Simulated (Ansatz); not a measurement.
Partial pair distribution functions of a relaxed model of amorphous Te24O36, broadened by 0.06 Å; density 4.90 g/cm³. Method: PBE, scalar-relativistic without spin-orbit coupling (plane waves to 420 eV, PAW; Ansatz, an electronic-structure program). The usual formal charges leave 24 electrons over, so the level spacing at the Fermi energy parts defect or band states and needn't be the band gap.

It comes from a melt-quench run on a machine-learned potential (CHGNet), relaxed afterwards by DFT. O atoms were pushed apart under 1.9 Å during the dynamics, to hinder bonds among them. The hot cell started wider than the set density and was brought back towards it in steps. It is the lowest in DFT energy of 2 quenches. It is a model cell: composition and starting density were chosen by hand, and all elements were melted together. No dispersion term was used. Its density started from a set value of 5.75 and ended at 4.90 g/cm³. The simulated quench (nominally 150 K/ps over its main leg) is rapid and tends to freeze in more defects than a deposited or slowly cooled glass has. Values belong to this one cell and scatter from quench to quench. The volume was free in the relaxation, at fixed shape. On a 2×2×2 Γ-centred mesh force components of up to 0.16 eV/Å stay, since the relaxation ran on the zone centre alone.

```json
[
 {"r (Å)": "1.65", "g Te-O": "0.02", "g Te-Te": "0.00", "g O-O": "0.00"},
 {"r (Å)": "1.75", "g Te-O": "0.75", "g Te-Te": "0.00", "g O-O": "0.00"},
 {"r (Å)": "1.85", "g Te-O": "3.83", "g Te-Te": "0.00", "g O-O": "0.00"},
 {"r (Å)": "1.95", "g Te-O": "5.79", "g Te-Te": "0.00", "g O-O": "0.00"},
 {"r (Å)": "2.05", "g Te-O": "4.48", "g Te-Te": "0.00", "g O-O": "0.00"},
 {"r (Å)": "2.15", "g Te-O": "1.68", "g Te-Te": "0.00", "g O-O": "0.00"},
 {"r (Å)": "2.25", "g Te-O": "0.99", "g Te-Te": "0.00", "g O-O": "0.00"},
 {"r (Å)": "2.35", "g Te-O": "0.84", "g Te-Te": "0.00", "g O-O": "0.00"},
 {"r (Å)": "2.45", "g Te-O": "0.64", "g Te-Te": "0.00", "g O-O": "0.12"},
 {"r (Å)": "2.55", "g Te-O": "0.33", "g Te-Te": "0.00", "g O-O": "0.65"},
 {"r (Å)": "2.65", "g Te-O": "0.18", "g Te-Te": "0.19", "g O-O": "1.16"},
 {"r (Å)": "2.75", "g Te-O": "0.38", "g Te-Te": "1.03", "g O-O": "2.84"},
 {"r (Å)": "2.85", "g Te-O": "0.50", "g Te-Te": "0.88", "g O-O": "4.35"},
 {"r (Å)": "2.95", "g Te-O": "0.59", "g Te-Te": "0.44", "g O-O": "2.75"},
 {"r (Å)": "3.05", "g Te-O": "0.51", "g Te-Te": "0.12", "g O-O": "1.50"},
 {"r (Å)": "3.15", "g Te-O": "0.47", "g Te-Te": "0.60", "g O-O": "1.07"},
 {"r (Å)": "3.25", "g Te-O": "0.67", "g Te-Te": "0.97", "g O-O": "0.78"},
 {"r (Å)": "3.35", "g Te-O": "0.89", "g Te-Te": "1.22", "g O-O": "0.67"},
 {"r (Å)": "3.45", "g Te-O": "0.79", "g Te-Te": "1.09", "g O-O": "0.52"},
 {"r (Å)": "3.55", "g Te-O": "1.09", "g Te-Te": "1.25", "g O-O": "0.89"},
 {"r (Å)": "3.65", "g Te-O": "1.12", "g Te-Te": "1.48", "g O-O": "0.87"},
 {"r (Å)": "3.75", "g Te-O": "1.20", "g Te-Te": "1.50", "g O-O": "0.49"},
 {"r (Å)": "3.85", "g Te-O": "1.01", "g Te-Te": "1.55", "g O-O": "0.45"},
 {"r (Å)": "3.95", "g Te-O": "0.77", "g Te-Te": "1.61", "g O-O": "0.57"},
 {"r (Å)": "4.05", "g Te-O": "0.96", "g Te-Te": "1.32", "g O-O": "0.79"},
 {"r (Å)": "4.15", "g Te-O": "0.75", "g Te-Te": "1.35", "g O-O": "1.14"},
 {"r (Å)": "4.25", "g Te-O": "0.65", "g Te-Te": "1.61", "g O-O": "1.19"},
 {"r (Å)": "4.35", "g Te-O": "0.85", "g Te-Te": "1.04", "g O-O": "0.99"},
 {"r (Å)": "4.45", "g Te-O": "1.02", "g Te-Te": "0.82", "g O-O": "0.89"},
 {"r (Å)": "4.55", "g Te-O": "1.15", "g Te-Te": "1.30", "g O-O": "0.82"},
 {"r (Å)": "4.65", "g Te-O": "1.46", "g Te-Te": "1.42", "g O-O": "0.85"},
 {"r (Å)": "4.75", "g Te-O": "1.34", "g Te-Te": "1.15", "g O-O": "1.04"},
 {"r (Å)": "4.85", "g Te-O": "1.07", "g Te-Te": "1.18", "g O-O": "0.93"},
 {"r (Å)": "4.95", "g Te-O": "0.99", "g Te-Te": "0.96", "g O-O": "1.21"},
 {"r (Å)": "5.05", "g Te-O": "0.87", "g Te-Te": "0.92", "g O-O": "1.18"},
 {"r (Å)": "5.15", "g Te-O": "0.73", "g Te-Te": "1.10", "g O-O": "1.01"},
 {"r (Å)": "5.25", "g Te-O": "0.86", "g Te-Te": "1.03", "g O-O": "1.31"},
 {"r (Å)": "5.35", "g Te-O": "1.10", "g Te-Te": "0.72", "g O-O": "1.47"}
]
```

Within 2.60 Å each Te has 2.92 O neighbours on average.
